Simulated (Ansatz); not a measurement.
The parent structure is WC (space group P-6m2, No. 187; relaxed with 0.1 eV smearing).

```
WC
1.0
    2.89932     0.00000     0.00000
   -1.44966     2.51088     0.00000
    0.00000     0.00000     2.82709
W C
1 1
Direct
  0.00000   0.00000   0.00000
  0.66667   0.33333   0.50000
```

The values are results of Ansatz (a program for electronic structure) PBEsol, no spin-orbit coupling, earlier PAW set, not measurements.

Base values:

The pressure is 0.0 GPa and the band gap is zero.

One thing is altered: an isotropic linear strain of −5.57 %; the atoms relax in the strained cell.

What does the calculation give for the pressure after the change?

The pressure (mean of the normal stresses, compression positive) goes from zero to 100.8 GPa.

What does the calculation give for the energy relative to the base after the change?

The energy increases by 0.442 eV/atom.

Estimate the effect on the band gap.

The band gap stays zero.

Stability against distortions was not tested. The final runs are not spin-polarised.
